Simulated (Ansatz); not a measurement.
We consider AlB2-type ZrB₂, described by PBEsol-D3(BJ) (plane waves, PAW; Ansatz, a quantum-chemistry and plane-wave program).

Excerpt of the program's output:

```
Relaxation: its limit of steps is 80 (relax.max_steps)
Crystal: 3 atoms, lattice volume = 28.324 Å³
Basis set: ecut = 520 eV, 769 PW (Γ), exchange–correlation on 48×48×54 points (8 copies of the dense FFT grid, shifted against one another)
Bands: 13, of which v1, the nominal top of the filled ones, is band 9 counted from 1 (8 counted from 0)
Symmetry: 24 space group operations
Space group: P6/mmm (ITA 191), of the structure as read, at distance tolerance 3.0e-5 Å
k-points: 549 of 9216
Functional: x = pbesol(κ = 0.804, μ = 0.12345679012345678), c = pbesol(β = 0.046)
SCF iter   1: F=—  HF=-4438.312867 eV  |F-HF|=—  |Δ(HF+E_count)|=         —  Δρ=4.76e-3  dr2=9.53e-3
SCF iter   2: F=—  HF=-4438.311218 eV  |F-HF|=—  |Δ(HF+E_count)|=   1.65e-3  Δρ=3.18e-3  dr2=4.98e-3
  ...
SCF 1 converged in 6 iterations: F = -4438.309737 eV  dr2 = 1.98e-8
Crystal: 3 atoms, lattice volume = 28.324 Å³
Initial density: handed on by an earlier stage of this run
SCF 2 converged in 4 iterations: F = -4438.309822 eV  dr2 = 1.36e-8
Crystal: 3 atoms, lattice volume = 28.324 Å³
SCF 3 converged in 3 iterations: F = -4438.309829 eV  dr2 = 2.06e-8
Crystal: 3 atoms, lattice volume = 28.324 Å³
SCF iter   4: F=—  HF=-4438.309829 eV  |F-HF|=—  |Δ(HF+E_count)|=  6.73e-11  Δρ=4.28e-7  dr2=2.27e-11
SCF iter   5: F=-4438.309829 eV  HF=-4438.309829 eV  |F-HF|=9.09e-13  |Δ(HF+E_count)|=  1.82e-12  Δρ=6.30e-8  dr2=4.40e-13
SCF 4 converged in 5 iterations: F = -4438.309829 eV  dr2 = 4.40e-13
SCF converged after 5 iterations
Free energy (F): -4438.309829 eV
Internal energy: -4438.307923 eV  (E = F + TS)
E sigma→0 (E₀):  -4438.308876 eV
Fermi energy:    17.095420 eV
--- Forces (eV/Å), atoms counted from 1 ---
  atom   1  Zr    -0.00000000     0.00000000     0.00000000
  atom   2  B      0.00000000    -0.00000000    -0.00000000
  atom   3  B     -0.00000000     0.00000000     0.00000000
--- Stress (GPa, compression-positive) ---
       11.573708      -0.000000      -0.000000
       -0.000000      11.573708       0.000000
       -0.000000       0.000000      11.573384
  P = ⅓ Tr σ = 11.5736 GPa (115.736 kbar)
```

**Question.** Write an input file that could have produced this run (the log leaves some choices open).

**Answer.** One answer among several that fit: 
Ansatz 0.2 input:
```yaml
crystal:
  lattice:
    - [1.5445661369, -2.6752670248, 0.0]
    - [1.5445661369, 2.6752670248, 0.0]
    - [0.0, 0.0, 3.4272776022]
  atoms:
    - { symbol: Zr, position: [0.0, 0.0, 0.0] }
    - { symbol: B, position: [0.3333333333, 0.6666666667, 0.5] }
    - { symbol: B, position: [0.6666666667, 0.3333333333, 0.5] }
basis:
  ecutwfc: 520
  ecutrho_ratio: 4
  xc_grid: 2
kpoints:
  mp_grid: { grid: [24, 24, 16] }
hamiltonian:
  xc: pbesol
  dispersion: d3bj
  pseudopotentials: { kind: paw }
scf:
  occupations: { method: fermi_dirac, width: 0.05 }
output:
  forces: true
  stress: true
  eigenvalues: true
relax:
  f_tol: 0.004
  escape_saddle: false
  max_steps: 80
  cell: { stress_tol: 0.02, fix: [volume] }
```

The cell is one volume of an energy–volume scan, off the minimum.

The PAW data were made under PBE.
